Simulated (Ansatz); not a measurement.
A computed series for BeSe: response to strain

Base system: BeSe in the zinc blende structure (space group F-43m, No. 216; a = 5.129 Å). Axes: x, y, z lie along the cube axes.

Strains are applied to the cell and any free atomic positions relax.

The values are results of PBEsol in Ansatz (plane waves to 420 eV, PAW, scalar-relativistic without spin-orbit coupling), not measurements.

Notes on the quantities. pressure: mean of the normal stresses, compression positive; energy relative to the base: free energy F.

| case | band gap | pressure | energy relative to the base | shortest interatomic distance |
|---|---|---|---|---|
| base | 2.47 eV | 0.00 GPa | 0 meV/atom | 222.1 pm |
| tensor shear ε_xy = +1.14 % | 2.35 eV | 0.02 GPa | +1.8 meV/atom | 221.2 pm |
| tensor shear ε_xy = +0.57 % | 2.42 eV | 0.00 GPa | +0.5 meV/atom | 221.6 pm |
| tensor shear ε_xy = +2.00 % | ? | 0.07 GPa | +5.7 meV/atom | 220.6 pm |
| tensor shear ε_xy = +1.43 % | 2.32 eV | 0.03 GPa | +2.9 meV/atom | ? |
| tensor shear ε_xy = +0.86 % | ? | 0.01 GPa | +1.0 meV/atom | 221.4 pm |
| tensor shear ε_xy = +1.71 % | 2.28 eV | 0.05 GPa | +4.1 meV/atom | 220.8 pm |
| tensor shear ε_xy = +0.29 % | 2.44 eV | 0.00 GPa | +0.1 meV/atom | 221.9 pm |

Task: What belongs in the blanks?

Result: 
- tensor shear ε_xy = +2.00 %, band gap: 2.24 eV
- tensor shear ε_xy = +1.43 %, shortest interatomic distance: 221.0 pm
- tensor shear ε_xy = +0.86 %, band gap: 2.39 eV

Stability against distortions was not tested.

Ansatz is a quantum-chemistry and plane-wave program.
